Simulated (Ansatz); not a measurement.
Base system: LuCuSe2 (space group R-3m, No. 166; a = 3.995 Å, c = 18.405 Å (hexagonal axes); a hypothetical phase, not in the database extracts checked). Axes: x lies along a and z along c of the hexagonal cell.

Calculations: PBE in Ansatz (plane waves to 420 eV, PAW, without spin-orbit coupling).

One thing is altered: tensor shear ε_xy = −1.37 % (engineering shear γ = -0.0274), atoms relaxed at fixed cell.

**Question.** Predict the stress tensor and what it implies for the stiffness.

**Answer.** Stress of the strained cell less that of the base (GPa, compression positive):
```
   0.02    0.81   -0.37
   0.81    0.09   -0.01
  -0.37   -0.01    0.02
```

Then −Δσ/γ with γ = 2ε = -0.0274 gives secant stiffness values (nonlinear terms included at this strain): C66 ≈ 29 GPa.

Whether these cells are dynamically stable was not tested. All final runs are without spin polarisation.

Ansatz is a first-principles code.
